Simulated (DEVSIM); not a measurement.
System: abrupt GaAs n-p junction, at 300 K.

```csv
layer (left to right),material,thickness (μm),Nd (cm⁻³),Na (cm⁻³),τn (s),τp (s)
1,GaAs,15.0,9e15,-,4.6e-8,4.6e-8
2,GaAs,2.00,-,7.8e17,4.6e-8,4.6e-8
```

Left contact: ohmic. Right contact: ohmic. Voltage is applied to the left contact. Recombination: SRH at mid-gap. Mobility is μmin + (μ − μmin)/(1 + (N/Nref)^α).

This is a model device: material constants are rounded textbook-type values typed into the input, and sizes, dopings and lifetimes were drawn at random. Values at 300 K.

| parameter | GaAs |
|---|---|
| gap (eV) | 1.424 |
| affinity (eV) | 4.07 |
| permittivity | 12.9 |
| Nc (cm⁻³) | 4.7e17 |
| Nv (cm⁻³) | 9e18 |
| μn (cm²/Vs) | 8500 |
| μp (cm²/Vs) | 400 |
| μn,min | 500 |
| μp,min | 20 |
| Nref,n | 6e16 |
| Nref,p | 1.5e17 |
| αn | 0.39 |
| αp | 0.38 |

Model (solved in DEVSIM): 1D drift-diffusion, Boltzmann statistics, complete ionisation; no tunnelling, impact ionisation, image-force lowering or self-heating.

The doping Nd of layer 1 was swept, all else fixed.

| doping Nd of layer 1 (cm^-3) | potential step across the device at zero bias (V) | largest field in the device at zero bias (V/cm) | dark forward voltage at 100 A/cm² (V) | dark forward voltage at 1 A/cm² (V) |
|---|---|---|---|---|
| 2.7e14 | 1.168 | 46000 | 1.207 | [?] |
| 9e14 | 1.199 | 48000 | 1.204 | 1.014 |
| 2.7e15 | 1.227 | 52000 | 1.204 | 1.036 |
| 9e15 | 1.259 | 65000 | 1.206 | 1.061 |
| 2.7e16 | 1.287 | 97000 | 1.210 | 1.079 |
| 9e16 | 1.318 | 170000 | 1.214 | 1.091 |

**Question.** What belongs in the gaps?

**Answer.** 
- 2.7e14, dark forward voltage at 1 A/cm² (V): 0.996
